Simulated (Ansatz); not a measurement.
# Lattice parameter a of Mo3Co (model structure, started from the Cu3Au type, Pm-3m, No. 221, 4 atoms in the cell) at several levels of theory

No measured value is used here.

| level (code) | value (Å) |
|---|---|
| LDA (Ansatz) | 3.800 |
| PBE (Ansatz) | 3.868 |
| PBEsol (Ansatz) | 3.825 |

Spin-polarised start: LDA, PBE, PBEsol. LDA, PBE, PBEsol: the starting moments vanished in the run, and other orders were not tried. Ansatz's density-functional and Hartree–Fock values are scalar-relativistic unless marked +SOC, with PAW data made under PBE.

A model structure was made by putting elements into a prototype or built by hand; it is no filed structure, need not be a known phase, and can be a saddle point held by its symmetry.

Ansatz is a first-principles code.
